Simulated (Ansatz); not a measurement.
# Effect of tensor shear ε_xy = +3.36 % on ZrC

Base system: ZrC in the rock salt structure (space group Fm-3m, No. 225; a = 4.669 Å; relaxed with 0.1 eV smearing). Axes: x, y, z lie along the cube axes.

Modification: a pure shear with ε_xy = ε_yx = 0.0336, atoms relaxed at fixed cell.

All numbers come from PBEsol (Ansatz, a first-principles code, PAW, spin-orbit coupling left out). Settings: 21×21×21 k-points, 0.1 eV Fermi–Dirac smearing.

The space group changes from Fm-3m (No. 225) to Immm (No. 71) and the shortest interatomic distance stays 4.412 bohr. The energy rises by 28 meV/atom and the pressure (mean of the normal stresses, compression positive) goes from zero to 0.2 GPa. The band gap stays zero and the stress (xx, yy, zz, yz, xz, xy; compression positive) is (0.4, 0.4, -0.1, 0.0, 0.0, -10.4) GPa.

Cost of the whole job for the changed cell (relaxation, final SCF and bands): very roughly 50 core-seconds.

The cells carry an imposed strain or load. No phonon test of stability was made. All final runs are without spin polarisation.
